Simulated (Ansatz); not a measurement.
We consider cubic perovskite CsPbF3, described by PBE0 (Ansatz, a first-principles code, PAW).

Settings: plane-wave cutoff 460 eV, 6×6×6 k mesh, Fermi–Dirac smearing 0.01 eV, scalar-relativistic PAW data made under PBE.

Properties against volume:

```tsv
V (Å³/atom)	P (GPa)	direct gap at Γ (eV)	smallest gap on the k mesh (eV)
21.872	2.45	10.947	4.326
22.447	1.14	10.784	4.466
23.146	-0.21	10.596	4.621
23.598	-0.96	10.479	4.713
24.174	-1.81	10.337	4.822
```

The fundamental gap (4.60 eV at the equilibrium volume, on the SCF mesh) lies elsewhere than Γ–Γ.

Note: the volume lies 6 % above that of the published cell.

Spin–orbit coupling is not included; with these elements it can move the gap by several tenths of an eV or more.
